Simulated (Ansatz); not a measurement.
A hypothetical phase is included: elements placed on a structure type, which no database files for this compound.

By r2SCAN, the system below comes out a metal.

The ballistic (Sharvin) conductance counts the channels at the Fermi level: G/A = (e²/h) × channels of both spins per area.

```
CELL_PARAMETERS angstrom
      5.52106     0.00000     0.00000
     -1.84035     5.20530     0.00000
      1.84035     2.60265     4.50793
ATOMIC_POSITIONS crystal
  Si 0.00000 0.75000 0.50000
  Si 0.75000 0.50000 0.00000
  Si 0.50000 0.00000 0.25000
  Si 0.75000 0.75000 0.25000
```

The cell was relaxed by PBE-D3(BJ).

The current flows along the normal of the first two printed cell vectors, the (110) plane of the conventional cell. No spin-orbit coupling; the value is a mean over 0.1 eV about the Fermi level.

**Question.** Compute, with Ansatz (a program for electronic structure) with r2SCAN, the ballistic conductance per area.

**Answer.** 0.37 × 10¹⁵ S/m² for both spins.
